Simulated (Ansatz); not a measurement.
ScAlN2 (model structure, started from the LiGaO2 type, Pna2₁, No. 33, 16 atoms in the cell), treated with LDA in Ansatz (plane waves, PAW).

Settings: plane-wave cutoff 520 eV, 6×6×8 k mesh (along the axes of the cell as run), Fermi–Dirac smearing 0.01 eV, scalar-relativistic PAW data made under PBE.

Cell (relaxed with PBEsol):

```
AlScN2
1.0
    5.80472     0.00000     0.00000
    0.00000     6.85094     0.00000
    0.00000     0.00000     4.78564
Sc Al N
4 4 8
Direct
  0.59212   0.87529   0.97052
  0.40788   0.12471   0.47052
  0.90788   0.37529   0.47052
  0.09212   0.62471   0.97052
  0.57572   0.37323   0.99202
  0.42428   0.62677   0.49202
  0.92428   0.87323   0.49202
  0.07572   0.12677   0.99202
  0.06152   0.11031   0.38916
  0.93848   0.88969   0.88916
  0.43848   0.61031   0.88916
  0.56152   0.38969   0.38916
  0.40246   0.13925   0.92149
  0.59754   0.86075   0.42149
  0.09754   0.63925   0.42149
  0.90246   0.36075   0.92149
```

Predict the band gap, smallest direct gap on the k points sampled and direct gap at Γ.


band gap: 2.44 eV (indirect)
smallest direct gap on the k points sampled: 2.50 eV
direct gap at Γ: 2.50 eV

Note: the relaxation could raise the start's symmetry but not lower it, so the cell can be a saddle point; cell and atoms aren't relaxed at this level (largest force component 0.07 eV/Å, pressure -4.6 GPa).

The computed numbers hold no vibrational or temperature effects.

Computing time: roughly 3.0 core-minutes.

A model structure was made by putting elements into a prototype or built by hand; it is no filed structure, need not be a known phase, and can be a saddle point held by its symmetry.

Ansatz is an electronic-structure program.
